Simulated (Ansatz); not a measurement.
The starting structures come from a database of crystals and need not be the phases stable at ambient conditions.

```xyz
8
Lattice="7.6234 0.0000 0.0000 0.0000 7.6234 0.0000 3.8117 -3.8117 3.1702" Properties=species:S:1:pos:R:3 pbc="T T T"
Na     3.8117     3.8117     1.5851
Na     7.6234     0.0000     1.5851
Al     7.6234     3.8117     1.5851
Al     3.8117     0.0000     1.5851
Se     6.3402     2.5285     0.0000
Se     5.0949     1.2832     3.1702
Se     8.9066     2.5285     3.1702
Se     2.5285     1.2832     0.0000
```

Space group of this cell: I4/mcm. The cell is taken as given.

Transport runs along the normal of the first two printed cell vectors, the (001) plane of the conventional cell.

The gap is the functional's own, uncorrected, and κ follows it; spin-orbit coupling is left out. Mid-gap values are interpolated between the computed energies.

Task: Give the band gap and the smallest decay constant κ at mid-gap that PBEsol run with Ansatz (a quantum-chemistry and plane-wave program) yields.

Result: Gap 2.14 eV on a 10×10×10 mesh; κ = 0.160 1/Å, at the zone centre.
